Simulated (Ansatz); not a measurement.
Input:

End structure of the (320) surface of fcc Sr in its 1x1 cell, outermost plane spacing 0.84 Å in the ideal cut:

```xyz
13
Lattice="6.0300 0.0000 0.0000 -3.0150 10.8707 0.0000 0.0000 0.0000 26.5000" Properties=species:S:1:pos:R:3 pbc="T T T"
Sr    -0.0001     4.0857     8.3016
Sr     0.0000     8.3015     9.0747
Sr     3.0150     1.6358    10.0010
Sr     3.0149     5.8161    10.7278
Sr     3.0149    10.0228    11.5812
Sr    -0.0001     3.3533    12.3971
Sr     0.0000     7.5259    13.2500
Sr     3.0151     0.8277    14.1029
Sr     3.0151     5.0290    14.9187
Sr     3.0151     9.2357    15.7722
Sr     0.0000     2.5452    16.4990
Sr    -0.0001     6.7503    17.4253
Sr     3.0151     0.0953    18.1984
```

Model: 13-atom slab, 10.0 Å thick at the start (thin: gaps and levels are the slab's own), 7x4x1 mesh, Fermi-Dirac 0.1 eV, dipole correction, all atoms relaxed; held to the part of the start's symmetry that mesh and held atoms allow; no spin, no spin-orbit, no U.

Problem. What surface energy (mean of both faces) does Ansatz (a first-principles code) with PBE give?

Solution. 0.42 J/m²

Problem. Estimate the work function of the top face that PBE returns for this input.

Solution. 2.55 eV
